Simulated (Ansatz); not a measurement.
Ru₂Si (model structure, started from the Cu2Sb type, P4/nmm, No. 129, 6 atoms in the cell), treated with LDA in Ansatz (PAW).

Settings: plane-wave cutoff 520 eV, 14×14×10 k mesh (along the axes of the cell as run), Fermi–Dirac smearing 0.05 eV, no spin polarisation, scalar-relativistic PAW data made under PBE.

Cell (relaxed at this level):

```cif
data_Ru4Si2
_chemical_formula_sum 'Ru4 Si2'
_space_group_name_H-M_alt 'P4/nmm :1'
_space_group_IT_number 129
_space_group_name_Hall 'P 4ab 2ab -1ab'
_cell_length_a 3.69068
_cell_length_b 3.69068
_cell_length_c 5.87476
_cell_angle_alpha 90.000
_cell_angle_beta 90.000
_cell_angle_gamma 90.000
loop_
_space_group_symop_operation_xyz
  'x, y, z'
  '-y+1/2, x+1/2, z'
  '-x, -y, z'
  'y+1/2, -x+1/2, z'
  'x+1/2, -y+1/2, -z'
  '-y, -x, -z'
  '-x+1/2, y+1/2, -z'
  'y, x, -z'
  '-x+1/2, -y+1/2, -z'
  'y, -x, -z'
  'x+1/2, y+1/2, -z'
  '-y, x, -z'
  '-x, y, z'
  'y+1/2, x+1/2, z'
  'x, -y, z'
  '-y+1/2, -x+1/2, z'
loop_
_atom_site_label
_atom_site_type_symbol
_atom_site_symmetry_multiplicity
_atom_site_Wyckoff_symbol
_atom_site_fract_x
_atom_site_fract_y
_atom_site_fract_z
_atom_site_occupancy
Ru1 Ru 2 a 0.00000 0.00000 0.00000 1
Ru2 Ru 2 c 0.50000 0.00000 0.33522 1
Si1 Si 2 c 0.00000 0.50000 0.27418 1
```

Task: What does this level give for the bulk modulus?

Result: 
- bulk modulus = 269 GPa

Note: the run has no spin polarisation, so it can have missed a magnetic state; the bulk modulus is −V dP/dV from two relaxed cells at ±2 % in volume; the relaxation could raise the start's symmetry but not lower it, so the cell can be a saddle point.

Cost on a shared machine: about 9 core-minutes (a rough figure).

A model structure was made by putting elements into a prototype or built by hand; it is no filed structure, need not be a known phase, and can be a saddle point held by its symmetry.

Ansatz is an electronic-structure program.
